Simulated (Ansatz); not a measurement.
**Relaxation of cell and atoms of Al3Os (Pm-3m, 4 atoms in the cell) at several settings**

```xyz
4
Lattice="3.6467 0.0000 0.0000 0.0000 3.6467 0.0000 0.0000 0.0000 3.6467" Properties=species:S:1:pos:R:3 pbc="T T T"
Al     0.0000     1.8234     1.8234
Al     1.8234     1.8234     0.0000
Al     1.8234     0.0000     1.8234
Os     0.0000     0.0000     0.0000
```

Base: PBE run with Ansatz (a quantum-chemistry and plane-wave program). Its settings: basis.ecutwfc = 420 eV; kpoints.mp_grid.grid = 12 12 12; hamiltonian.xc = pbe; hamiltonian.pseudopotentials = {kind: paw} (the program's default PAW files); scf.occupations.method = fermi_dirac; scf.occupations.width = 0.1 eV. Starting volume 12.12 Å³ per atom.

Each line gives the change from the base single point and the result:

- relax: default → cell and atoms: pressure 0.01 GPa; final cell a = b = c = 3.873 Å, α = β = γ = 90.00°; final volume per atom 14.52 Å³; relaxation steps 8; free energy against the base single point -267.5 meV/atom.
- hamiltonian.xc: pbe → revpbe; relax: default → cell and atoms [DFT, revPBE, plane waves, default PAW files made with PBE]: pressure 0.01 GPa; final cell a = 3.8895 Å, b = 3.8895 Å, c = 3.8895 Å, α = 90.00°, β = 90.00°, γ = 90.00°; final volume per atom 14.71 Å³; relaxation steps 8.
- relax: default → cell and atoms; relax.cell.p_target: default → 2 GPa: pressure 2.01 GPa; final cell a = b = c = 3.857 Å, α = β = γ = 90.00°; final volume per atom 14.35 Å³; relaxation steps 7; free energy against the base single point -266.4 meV/atom.

The starting cell was generated: these elements placed on a structure prototype, without a prior relaxation; it need not be a known phase or ordering of this composition. Its lattice was rescaled by a random factor within 2.5 % of one. Spin polarisation is off. Ansatz's pressure includes its estimate of the finite-basis (Pulay) stress.

Keys are those of Ansatz 0.2.
